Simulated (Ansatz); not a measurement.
Base system: Bi in the A7 type structure (space group R-3m, No. 166; a = 4.5205 Å, c = 12.0283 Å (hexagonal axes); layered).

The values are results of Ansatz (a first-principles code) r2SCAN+rVV10, without spin-orbit coupling, not measurements.

Free-standing slabs (2 atom(s) a layer) normal to the stacking axis with 15 Å of vacuum; in-plane cell relaxed.

One change was made to it. Results:

```json
[
 {"quantity": "excess energy per area of both faces (slab less bulk energy over the cell's area: twice a surface energy) (uncertain by up to 0.08 J/m²)", "base": "–", "after": "0.6 J/m²"},
 {"quantity": "in-plane lattice parameter a", "base": "4.521 Å", "after": "4.440 Å"},
 {"quantity": "shortest interatomic distance", "base": "3.068 Å", "after": "3.043 Å"},
 {"quantity": "band gap", "base": "zero", "after": "zero"}
]
```

Name the change that was made.
A) 1 layer
B) 3 layers
C) 4 layers

C, 4 layers. For comparison, the in-plane lattice parameter a in the other runs: 1 layer gives 4.269 Å; 3 layers gives 4.415 Å.

The excess energy carries the mismatch between the slab's and the bulk's meshes. Spin-orbit coupling, missing from the scalar runs, can matter with Bi. Stability against distortions was not tested.
